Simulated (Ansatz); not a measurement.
We consider OsC (model structure, Fm-3m, No. 225, 2 atoms in the cell), described by PBE in Ansatz (plane waves, PAW).

Run with plane-wave cutoff 520 eV, 22×22×22 k mesh, Fermi–Dirac smearing 0.05 eV, no spin polarisation, scalar-relativistic PAW data made under PBE.

Cell (relaxed at this level):

Space group Fm-3m (No. 225); a = 4.352 Å, b = 4.352 Å, c = 4.352 Å, α = 90.00°, β = 90.00°, γ = 90.00°

| atom | site | symmetry | x | y | z |
|---|---|---|---|---|---|
| Os | 4a | m-3m | 0.0000 | 0.0000 | 0.0000 |
| C | 4b | m-3m | 0.5000 | 0.5000 | 0.5000 |
(The calculation used a cell of 2 atoms; values per cell refer to that cell.)

**Question.** Estimate the bulk modulus B0 that the calculation returns.

**Answer.** 
- bulk modulus B0: 356 GPa

Note: the run has no spin polarisation, so it can have missed a magnetic state; the bulk modulus is −V dP/dV from two relaxed cells at ±2 % in volume; the relaxation could raise the start's symmetry but not lower it, so the cell can be a saddle point.

Spin–orbit coupling is not included; it can open a gap where bands touch, and shift volumes and moduli.

The computed numbers hold no vibrational or temperature effects.

Cost on a shared machine: very roughly 50 core-seconds.

A model structure was made by putting elements into a prototype or built by hand; it is no filed structure, need not be a known phase, and can be a saddle point held by its symmetry.

Ansatz is a quantum-chemistry and plane-wave program.
